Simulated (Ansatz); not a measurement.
Electronic density of states of amorphous Si₄₈O₄₈, density 2.17 g/cm³, on a 2×2×2 Γ-centred mesh with a Gaussian width of 0.1 eV; energies count from the Fermi level, whose place inside the gap is arbitrary. Cell and mesh are small, so fine structure isn't converged. Method: PBE, scalar-relativistic without spin-orbit coupling (plane waves to 420 eV, PAW; Ansatz, a program for electronic structure). Sampling: a 2×2×2 Γ-centred mesh; Fermi-Dirac width 0.02 eV; no spin polarisation. The usual formal charges leave 96 electrons over, so the level spacing at the Fermi energy parts defect or band states and needn't be the band gap. At PBE the levels at both edges of the gap are localised (band-tail or defect states), and the nearest spread-out levels lie 1.4 eV apart at the zone centre.

Preparation: random packing, a CHGNet melt and quench, and a DFT relaxation. O atoms were pushed apart under 1.9 Å during the dynamics, to hinder bonds among them. The hot cell started wider than the set density and was brought back towards it in steps. It is the lowest in DFT energy of 8 quenches. It is a model cell: composition and starting density were chosen by hand, and all elements were melted together. No dispersion term was used. Its density started from a set value of 2.17 and ended at 2.17 g/cm³. The quench (nominally 100 K/ps over its main leg) was far faster than any real one, so the model tends to hold more defects than a real film. Values belong to this one cell and scatter from quench to quench. The volume was held where the preparation left it and the shape relaxed, at a PBE pressure of -0.4 GPa (tension). Stress components on the final sampling reach 0.6 GPa. On a 2×2×2 Γ-centred mesh force components of up to 0.23 eV/Å stay, since the relaxation ran on the zone centre alone. Cycles of charging lowered its energy after that relaxation.

```json
[
 {"E - EF (eV)": "-12.00", "states/(eV atom)": "0.12"},
 {"E - EF (eV)": "-11.90", "states/(eV atom)": "0.13"},
 {"E - EF (eV)": "-11.80", "states/(eV atom)": "0.18"},
 {"E - EF (eV)": "-11.70", "states/(eV atom)": "0.21"},
 {"E - EF (eV)": "-11.60", "states/(eV atom)": "0.19"},
 {"E - EF (eV)": "-11.50", "states/(eV atom)": "0.19"},
 {"E - EF (eV)": "-11.40", "states/(eV atom)": "0.20"},
 {"E - EF (eV)": "-11.30", "states/(eV atom)": "0.20"},
 {"E - EF (eV)": "-11.20", "states/(eV atom)": "0.18"},
 {"E - EF (eV)": "-11.10", "states/(eV atom)": "0.20"},
 {"E - EF (eV)": "-11.00", "states/(eV atom)": "0.22"},
 {"E - EF (eV)": "-10.90", "states/(eV atom)": "0.23"},
 {"E - EF (eV)": "-10.80", "states/(eV atom)": "0.23"},
 {"E - EF (eV)": "-10.70", "states/(eV atom)": "0.24"},
 {"E - EF (eV)": "-10.60", "states/(eV atom)": "0.26"},
 {"E - EF (eV)": "-10.50", "states/(eV atom)": "0.22"},
 {"E - EF (eV)": "-10.40", "states/(eV atom)": "0.19"},
 {"E - EF (eV)": "-10.30", "states/(eV atom)": "0.21"},
 {"E - EF (eV)": "-10.20", "states/(eV atom)": "0.22"},
 {"E - EF (eV)": "-10.10", "states/(eV atom)": "0.20"},
 {"E - EF (eV)": "-10.00", "states/(eV atom)": "0.19"},
 {"E - EF (eV)": "-9.90", "states/(eV atom)": "0.18"},
 {"E - EF (eV)": "-9.80", "states/(eV atom)": "0.23"},
 {"E - EF (eV)": "-9.70", "states/(eV atom)": "0.25"},
 {"E - EF (eV)": "-9.60", "states/(eV atom)": "0.25"},
 {"E - EF (eV)": "-9.50", "states/(eV atom)": "0.29"},
 {"E - EF (eV)": "-9.40", "states/(eV atom)": "0.27"},
 {"E - EF (eV)": "-9.30", "states/(eV atom)": "0.26"},
 {"E - EF (eV)": "-9.20", "states/(eV atom)": "0.29"},
 {"E - EF (eV)": "-9.10", "states/(eV atom)": "0.27"},
 {"E - EF (eV)": "-9.00", "states/(eV atom)": "0.30"},
 {"E - EF (eV)": "-8.90", "states/(eV atom)": "0.35"},
 {"E - EF (eV)": "-8.80", "states/(eV atom)": "0.34"},
 {"E - EF (eV)": "-8.70", "states/(eV atom)": "0.35"},
 {"E - EF (eV)": "-8.60", "states/(eV atom)": "0.40"},
 {"E - EF (eV)": "-8.50", "states/(eV atom)": "0.36"},
 {"E - EF (eV)": "-8.40", "states/(eV atom)": "0.36"},
 {"E - EF (eV)": "-8.30", "states/(eV atom)": "0.36"},
 {"E - EF (eV)": "-8.20", "states/(eV atom)": "0.34"},
 {"E - EF (eV)": "-8.10", "states/(eV atom)": "0.35"},
 {"E - EF (eV)": "-8.00", "states/(eV atom)": "0.31"},
 {"E - EF (eV)": "-7.90", "states/(eV atom)": "0.32"},
 {"E - EF (eV)": "-7.80", "states/(eV atom)": "0.30"},
 {"E - EF (eV)": "-7.70", "states/(eV atom)": "0.28"},
 {"E - EF (eV)": "-7.60", "states/(eV atom)": "0.31"},
 {"E - EF (eV)": "-7.50", "states/(eV atom)": "0.29"},
 {"E - EF (eV)": "-7.40", "states/(eV atom)": "0.26"},
 {"E - EF (eV)": "-7.30", "states/(eV atom)": "0.27"},
 {"E - EF (eV)": "-7.20", "states/(eV atom)": "0.30"},
 {"E - EF (eV)": "-7.10", "states/(eV atom)": "0.36"},
 {"E - EF (eV)": "-7.00", "states/(eV atom)": "0.37"},
 {"E - EF (eV)": "-6.90", "states/(eV atom)": "0.33"},
 {"E - EF (eV)": "-6.80", "states/(eV atom)": "0.34"},
 {"E - EF (eV)": "-6.70", "states/(eV atom)": "0.37"},
 {"E - EF (eV)": "-6.60", "states/(eV atom)": "0.38"},
 {"E - EF (eV)": "-6.50", "states/(eV atom)": "0.37"},
 {"E - EF (eV)": "-6.40", "states/(eV atom)": "0.44"},
 {"E - EF (eV)": "-6.30", "states/(eV atom)": "0.56"},
 {"E - EF (eV)": "-6.20", "states/(eV atom)": "0.54"},
 {"E - EF (eV)": "-6.10", "states/(eV atom)": "0.50"},
 {"E - EF (eV)": "-6.00", "states/(eV atom)": "0.59"},
 {"E - EF (eV)": "-5.90", "states/(eV atom)": "0.62"},
 {"E - EF (eV)": "-5.80", "states/(eV atom)": "0.63"},
 {"E - EF (eV)": "-5.70", "states/(eV atom)": "0.68"},
 {"E - EF (eV)": "-5.60", "states/(eV atom)": "0.70"},
 {"E - EF (eV)": "-5.50", "states/(eV atom)": "0.72"},
 {"E - EF (eV)": "-5.40", "states/(eV atom)": "0.70"},
 {"E - EF (eV)": "-5.30", "states/(eV atom)": "0.69"},
 {"E - EF (eV)": "-5.20", "states/(eV atom)": "0.67"},
 {"E - EF (eV)": "-5.10", "states/(eV atom)": "0.67"},
 {"E - EF (eV)": "-5.00", "states/(eV atom)": "0.73"},
 {"E - EF (eV)": "-4.90", "states/(eV atom)": "0.73"},
 {"E - EF (eV)": "-4.80", "states/(eV atom)": "0.69"},
 {"E - EF (eV)": "-4.70", "states/(eV atom)": "0.73"},
 {"E - EF (eV)": "-4.60", "states/(eV atom)": "0.77"},
 {"E - EF (eV)": "-4.50", "states/(eV atom)": "0.82"},
 {"E - EF (eV)": "-4.40", "states/(eV atom)": "0.81"},
 {"E - EF (eV)": "-4.30", "states/(eV atom)": "0.75"},
 {"E - EF (eV)": "-4.20", "states/(eV atom)": "0.73"},
 {"E - EF (eV)": "-4.10", "states/(eV atom)": "0.73"},
 {"E - EF (eV)": "-4.00", "states/(eV atom)": "0.71"},
 {"E - EF (eV)": "-3.90", "states/(eV atom)": "0.59"},
 {"E - EF (eV)": "-3.80", "states/(eV atom)": "0.48"},
 {"E - EF (eV)": "-3.70", "states/(eV atom)": "0.43"},
 {"E - EF (eV)": "-3.60", "states/(eV atom)": "0.36"},
 {"E - EF (eV)": "-3.50", "states/(eV atom)": "0.29"},
 {"E - EF (eV)": "-3.40", "states/(eV atom)": "0.23"},
 {"E - EF (eV)": "-3.30", "states/(eV atom)": "0.14"},
 {"E - EF (eV)": "-3.20", "states/(eV atom)": "0.09"},
 {"E - EF (eV)": "-3.10", "states/(eV atom)": "0.14"},
 {"E - EF (eV)": "-3.00", "states/(eV atom)": "0.19"},
 {"E - EF (eV)": "-2.90", "states/(eV atom)": "0.20"},
 {"E - EF (eV)": "-2.80", "states/(eV atom)": "0.19"},
 {"E - EF (eV)": "-2.70", "states/(eV atom)": "0.27"},
 {"E - EF (eV)": "-2.60", "states/(eV atom)": "0.32"},
 {"E - EF (eV)": "-2.50", "states/(eV atom)": "0.25"},
 {"E - EF (eV)": "-2.40", "states/(eV atom)": "0.21"},
 {"E - EF (eV)": "-2.30", "states/(eV atom)": "0.20"},
 {"E - EF (eV)": "-2.20", "states/(eV atom)": "0.25"},
 {"E - EF (eV)": "-2.10", "states/(eV atom)": "0.28"},
 {"E - EF (eV)": "-2.00", "states/(eV atom)": "0.26"},
 {"E - EF (eV)": "-1.90", "states/(eV atom)": "0.22"},
 {"E - EF (eV)": "-1.80", "states/(eV atom)": "0.18"},
 {"E - EF (eV)": "-1.70", "states/(eV atom)": "0.15"},
 {"E - EF (eV)": "-1.60", "states/(eV atom)": "0.15"},
 {"E - EF (eV)": "-1.50", "states/(eV atom)": "0.13"},
 {"E - EF (eV)": "-1.40", "states/(eV atom)": "0.12"},
 {"E - EF (eV)": "-1.30", "states/(eV atom)": "0.14"},
 {"E - EF (eV)": "-1.20", "states/(eV atom)": "0.09"},
 {"E - EF (eV)": "-1.10", "states/(eV atom)": "0.11"},
 {"E - EF (eV)": "-1.00", "states/(eV atom)": "0.08"},
 {"E - EF (eV)": "-0.90", "states/(eV atom)": "0.10"},
 {"E - EF (eV)": "-0.80", "states/(eV atom)": "0.09"},
 {"E - EF (eV)": "-0.70", "states/(eV atom)": "0.09"},
 {"E - EF (eV)": "-0.60", "states/(eV atom)": "0.14"},
 {"E - EF (eV)": "-0.50", "states/(eV atom)": "0.20"},
 {"E - EF (eV)": "-0.40", "states/(eV atom)": "0.16"},
 {"E - EF (eV)": "-0.30", "states/(eV atom)": "0.04"},
 {"E - EF (eV)": "-0.20", "states/(eV atom)": "0.00"},
 {"E - EF (eV)": "-0.10", "states/(eV atom)": "0.00"},
 {"E - EF (eV)": "0.00", "states/(eV atom)": "0.00"},
 {"E - EF (eV)": "0.10", "states/(eV atom)": "0.00"},
 {"E - EF (eV)": "0.20", "states/(eV atom)": "0.00"},
 {"E - EF (eV)": "0.30", "states/(eV atom)": "0.03"},
 {"E - EF (eV)": "0.40", "states/(eV atom)": "0.09"},
 {"E - EF (eV)": "0.50", "states/(eV atom)": "0.07"},
 {"E - EF (eV)": "0.60", "states/(eV atom)": "0.02"},
 {"E - EF (eV)": "0.70", "states/(eV atom)": "0.04"},
 {"E - EF (eV)": "0.80", "states/(eV atom)": "0.15"},
 {"E - EF (eV)": "0.90", "states/(eV atom)": "0.17"},
 {"E - EF (eV)": "1.00", "states/(eV atom)": "0.12"},
 {"E - EF (eV)": "1.10", "states/(eV atom)": "0.15"},
 {"E - EF (eV)": "1.20", "states/(eV atom)": "0.18"},
 {"E - EF (eV)": "1.30", "states/(eV atom)": "0.24"},
 {"E - EF (eV)": "1.40", "states/(eV atom)": "0.24"},
 {"E - EF (eV)": "1.50", "states/(eV atom)": "0.19"},
 {"E - EF (eV)": "1.60", "states/(eV atom)": "0.19"},
 {"E - EF (eV)": "1.70", "states/(eV atom)": "0.22"},
 {"E - EF (eV)": "1.80", "states/(eV atom)": "0.22"},
 {"E - EF (eV)": "1.90", "states/(eV atom)": "0.22"},
 {"E - EF (eV)": "2.00", "states/(eV atom)": "0.23"},
 {"E - EF (eV)": "2.10", "states/(eV atom)": "0.25"},
 {"E - EF (eV)": "2.20", "states/(eV atom)": "0.23"},
 {"E - EF (eV)": "2.30", "states/(eV atom)": "0.25"},
 {"E - EF (eV)": "2.40", "states/(eV atom)": "0.29"},
 {"E - EF (eV)": "2.50", "states/(eV atom)": "0.32"},
 {"E - EF (eV)": "2.60", "states/(eV atom)": "0.33"},
 {"E - EF (eV)": "2.70", "states/(eV atom)": "0.34"},
 {"E - EF (eV)": "2.80", "states/(eV atom)": "0.34"},
 {"E - EF (eV)": "2.90", "states/(eV atom)": "0.31"},
 {"E - EF (eV)": "3.00", "states/(eV atom)": "0.27"},
 {"E - EF (eV)": "3.10", "states/(eV atom)": "0.27"},
 {"E - EF (eV)": "3.20", "states/(eV atom)": "0.31"},
 {"E - EF (eV)": "3.30", "states/(eV atom)": "0.36"},
 {"E - EF (eV)": "3.40", "states/(eV atom)": "0.35"},
 {"E - EF (eV)": "3.50", "states/(eV atom)": "0.36"}
]
```

The level spacing at the Fermi energy on this mesh is 0.80 eV; the broadening fills part of it in the curve.
